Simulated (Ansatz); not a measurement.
Functionals compared on a constructed model of the (110) surface of bcc W, a pseudomorphic layer of Sn in the host's stacking (bottom of the slab: a bare face, its two planes held), in Ansatz (plane waves, PAW). The structure was relaxed with PBE; the other rows are single points on it. Cutoff 420 eV (500 eV for r2SCAN).

Set-up: 7 atoms, 14.0 Å thick at the start with caps and adatoms (thin: gaps and levels are the slab's own); mesh 14x14x1; 0.1 eV smearing; dipole correction on; 2 atoms held, the rest relaxed; start symmetry kept, larger cells not searched; no spin, no spin-orbit, no U. It is one candidate, not shown to be the stable structure of the face. These notes are the PBE run's.

```
functional  work function of the top face (eV)  rough cost of the single point
----------  ----------------------------------  ------------------------------
PBE                                       4.01                               –
RPBE                                       [?]    very roughly 30 core-seconds
r2SCAN                                    4.15    very roughly 70 core-seconds
```

### Question
Complete the blanks.

### Answer

- RPBE, work function of the top face (eV): 3.90

Ansatz is a quantum-chemistry and plane-wave program.
